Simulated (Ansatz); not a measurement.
## Convergence series on VSi2 (P6_222, 9 atoms in the cell)

```xyz
9
Lattice="4.5706 0.0000 0.0000 -2.2853 3.9583 0.0000 0.0000 0.0000 6.3688" Properties=species:S:1:pos:R:3 pbc="T T T"
V     -1.1427     1.9791     1.0615
V      2.2853     0.0000     3.1844
V      1.1427     1.9791     5.3073
Si     2.2853     2.6719     3.1844
Si    -1.1713     3.3151     5.3073
Si     1.1141     0.6432     1.0615
Si     0.0000     1.2864     3.1844
Si     3.4566     0.6432     5.3073
Si     1.1713     3.3151     1.0615
```

Method of the run: PBE, PAW files (plane waves; Ansatz, a quantum-chemistry and plane-wave program).

The starting cell comes from a database of computed structures (which also holds hypothetical and non-ambient phases and stackings), without a prior relaxation at this level. Its lattice was rescaled by a random factor within 2.5 % of one. Spin polarisation is off. Ansatz's pressure includes its estimate of the finite-basis (Pulay) stress.

Held fixed: kpoints.mp_grid.grid = 7 7 4; hamiltonian.xc = pbe; hamiltonian.pseudopotentials = {kind: paw} (the program's default PAW files); scf.occupations.method = fermi_dirac; scf.occupations.width = 0.1 eV.

ΔF is the free energy per atom less that of the last row (840 eV).

The first pressure column holds Ansatz's estimate of the finite-basis (Pulay) stress, which hides part of the cutoff error; the other is without it.

```json
[
 {"basis.ecutwfc": "170 eV", "ΔF (meV/atom)": "3824.4", "pressure (GPa)": "3.37", "largest force (eV/Å)": "0.208", "pressure at a fixed set of plane waves (GPa)": "-167.42", "plane waves": "577", "iterations": "10"},
 {"basis.ecutwfc": "210 eV", "ΔF (meV/atom)": "1115.3", "pressure (GPa)": "-8.60", "largest force (eV/Å)": "0.158", "pressure at a fixed set of plane waves (GPa)": "-66.80", "plane waves": "795", "iterations": "8"},
 {"basis.ecutwfc": "250 eV", "ΔF (meV/atom)": "299.4", "pressure (GPa)": "-0.40", "largest force (eV/Å)": "0.088", "pressure at a fixed set of plane waves (GPa)": "-23.51", "plane waves": "1043", "iterations": "8"},
 {"basis.ecutwfc": "295 eV", "ΔF (meV/atom)": "51.6", "pressure (GPa)": "-0.31", "largest force (eV/Å)": "0.070", "pressure at a fixed set of plane waves (GPa)": "-5.24", "plane waves": "1313", "iterations": "8"},
 {"basis.ecutwfc": "335 eV", "ΔF (meV/atom)": "11.3", "pressure (GPa)": "-0.10", "largest force (eV/Å)": "0.070", "pressure at a fixed set of plane waves (GPa)": "-1.19", "plane waves": "1603", "iterations": "8"},
 {"basis.ecutwfc": "380 eV", "ΔF (meV/atom)": "3.5", "pressure (GPa)": "-0.23", "largest force (eV/Å)": "0.070", "pressure at a fixed set of plane waves (GPa)": "-0.42", "plane waves": "1947", "iterations": "7"},
 {"basis.ecutwfc": "420 eV", "ΔF (meV/atom)": "1.94", "pressure (GPa)": "-0.28", "largest force (eV/Å)": "0.070", "pressure at a fixed set of plane waves (GPa)": "-0.37", "plane waves": "2271", "iterations": "8"},
 {"basis.ecutwfc": "485 eV", "ΔF (meV/atom)": "0.82", "pressure (GPa)": "-0.32", "largest force (eV/Å)": "0.071", "pressure at a fixed set of plane waves (GPa)": "-0.37", "plane waves": "2777", "iterations": "8"},
 {"basis.ecutwfc": "545 eV", "ΔF (meV/atom)": "0.37", "pressure (GPa)": "-0.34", "largest force (eV/Å)": "0.071", "pressure at a fixed set of plane waves (GPa)": "-0.36", "plane waves": "3307", "iterations": "8"},
 {"basis.ecutwfc": "630 eV", "ΔF (meV/atom)": "0.16", "pressure (GPa)": "-0.34", "largest force (eV/Å)": "0.071", "pressure at a fixed set of plane waves (GPa)": "-0.35", "plane waves": "4095", "iterations": "8"},
 {"basis.ecutwfc": "735 eV", "ΔF (meV/atom)": "0.05", "pressure (GPa)": "-0.34", "largest force (eV/Å)": "0.071", "pressure at a fixed set of plane waves (GPa)": "-0.35", "plane waves": "5195", "iterations": "8"},
 {"basis.ecutwfc": "840 eV", "ΔF (meV/atom)": "0.00", "pressure (GPa)": "-0.34", "largest force (eV/Å)": "0.071", "pressure at a fixed set of plane waves (GPa)": "-0.35", "plane waves": "6367", "iterations": "8"}
]
```

Energy within 0.5 meV/atom of the last row: from basis.ecutwfc = 545 eV on; the one before it is off by 0.82 meV/atom.

Largest force within 0.005 eV/Å of the last row: from basis.ecutwfc = 295 eV on; the one before it is off by 0.018 eV/Å. The value it settles on is 0.071 eV/Å at this level of theory and with the other settings as held.

Keys are those of Ansatz 0.2.
